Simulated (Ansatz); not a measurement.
# Density of states at the Fermi level (states/eV per atom)

Cell A: Ti (hcp, P6₃/mmc), 2 atoms in the cell; spin state with PBE: run without spin, k-point mesh 24×24×14 on the run's own vectors. Conventional cell: a = b = 2.9396 Å, c = 4.6537 Å, α = β = 90.00°, γ = 120.00°.

Cell B: TiSi2 (Fddd), 6 atoms in the cell; spin state with PBE: run without spin, k-point mesh 10×10×10 on the run's own vectors. Conventional cell: a = 4.807 Å, b = 8.270 Å, c = 8.560 Å, α = β = γ = 90.00°.

Computed with Ansatz (plane waves, PAW), its PAW set soft_1, cutoff 420 eV, 500 eV for r2SCAN. The structures are at rest with PBE; other levels are single points on them. Neutral cells; Fermi-Dirac smearing of at most 0.10 eV in the solids, energies taken to zero width. The lattices are those relaxed with PBE, so at other levels the solids can be strained, which adds to the spread. No structure search was made; lower ones may exist. A dispersion term ran beside these levels; it doesn't touch the electrons. Both spins, broadened by a Gaussian of 0.2 eV on the run's mesh.

```tsv
system	PBE	r2SCAN
A	1.2	[?]
B	0.36	0.34
```

Question: Fill in the missing entries.

Answer: 
- A, r2SCAN: 0.99

Ansatz is a quantum-chemistry and plane-wave program.
